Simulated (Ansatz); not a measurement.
N on the 1x1 (111) surface of fcc Rh, one in a 2x2 cell: adsorption energies (eV for each) against ½ N2(g) in Ansatz (plane waves, PAW). Structures relaxed with PBE; the other functionals are single points on them, with slab and gas at the same level. No dispersion, zero-point or thermal terms. Rows are starts at which the adsorbate stayed; left out, since it moved away, changed or didn't bind there, or the run didn't converge: bridge Rh-Rh (span 2.7 Å).

Slab: 17 atoms, 6.5 Å thick at the start under the adsorbate (thin: gaps and levels are the slab's own); k 6x6x1, smearing 0.1 eV, dipole-corrected; 8 atoms held, the rest relaxed; each run with such symmetry as its start has; spin where the adsorbate may keep a moment, no spin-orbit, no U, no dispersion correction.

```
site                                      PBE  RPBE  r2SCAN
--------------------------------------  -----  ----  ------
top Rh                                   1.69  1.78     [?]
hollow Rh-Rh-Rh over Rh at depth 2.2 Å  -0.23  0.05     [?]
hollow Rh-Rh-Rh over Rh at depth 4.4 Å  -0.06  0.21     [?]
```

Some entries are withheld; supply them.


- top Rh, r2SCAN: 1.65
- hollow Rh-Rh-Rh over Rh at depth 2.2 Å, r2SCAN: -0.39
- hollow Rh-Rh-Rh over Rh at depth 4.4 Å, r2SCAN: -0.20

RPBE moves the energies by 0.21 eV on average against PBE and puts 'hollow Rh-Rh-Rh over Rh at depth 2.2 Å' lowest, as PBE does. r2SCAN moves the energies by -0.11 eV on average against PBE and puts 'hollow Rh-Rh-Rh over Rh at depth 2.2 Å' lowest, as PBE does.

Ansatz is an electronic-structure program.
